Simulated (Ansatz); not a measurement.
The reference is Bi2Se3 in the Bi2Te3 type structure (space group R-3m, No. 166; a = 4.145 Å, c = 29.266 Å (hexagonal axes)). Axes: x lies along a and z along c of the hexagonal cell.

Calculations: r2SCAN+rVV10, PAW, 500 eV (Ansatz, a first-principles code; no spin-orbit coupling).

Before the change:

Band gap: 0.60 eV

Now apply this change: biaxial strain −3.02 %, plane normal [001], relaxed out of plane (Cartesian); in-plane vectors clamped, the third vector and the atoms free.

What happens to the out-of-plane strain, energy relative to the base, band gap and in-plane stress?

The out-of-plane strain is +3.27 %; the energy grows by 16 meV/atom; the band gap increases by 0.215 eV, from 0.60 eV to 0.81 eV; the mean in-plane stress (compression positive) comes out as +2.9 GPa.

With Bi present, leaving out spin-orbit coupling can change the band edges. Whether these cells are dynamically stable was not tested.
